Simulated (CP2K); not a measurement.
Band structure of Si (Fd-3m, 2 atoms in the cell).

```
Si
1.0
    3.85467     0.00000     0.00000
    1.92733     3.33824     0.00000
    1.92733     1.11275     3.14732
Si
2
Direct
  0.25000   0.25000   0.25000
  0.00000   0.00000   0.00000
```

Method: PBE, GPW, DZVP-MOLOPT-SR-GTH basis, GTH-PBE potentials (GTH_POTENTIALS) run with CP2K 2026.2.

Settings: CUTOFF = 400 Ry; REL_CUTOFF = 50 Ry; SMEAR/METHOD = FERMI_DIRAC; ELECTRONIC_TEMPERATURE = 232.09 K; KPOINTS/SCHEME = MONKHORST-PACK 8 8 8; GAMMA_CENTERED = T; XC_FUNCTIONAL = PBE; Si/BASIS_SET = DZVP-MOLOPT-SR-GTH; Si/POTENTIAL = GTH-PBE-q4; METHOD = GPW; EPS_DEFAULT = 1e-10; EXTRAPOLATION = USE_GUESS; NGRIDS = 4; SCF_GUESS = ATOMIC.

The starting cell comes from a database of computed structures (which also holds hypothetical and non-ambient phases and stackings), without a prior relaxation at this level. Its lattice was rescaled by a random factor within 2.5 % of one. Values carry the incompleteness of an atom-centred basis.

Q: Predict the gap along the standard path and the places of the band edges.

A: The gap along the path is 0.66 eV, from Γ to a point between Γ and X; the smallest direct gap on it is 2.61 eV.

Levels in eV from the top of the valence band on the SCF mesh, bands 1 to 5:
```tsv
point	1	2	3	4	5
Γ	-11.87	0.00	0.00	0.00	2.61
X	-7.78	-7.78	-2.81	-2.81	0.80
W	-7.62	-7.62	-3.79	-3.79	4.44
K	-8.19	-7.20	-4.23	-2.38	1.28
L	-9.58	-6.91	-1.18	-1.18	1.52
U	-8.19	-7.20	-4.23	-2.38	1.28
```

Higher empty bands are left out: an atom-centred basis made for the valence describes them poorly.
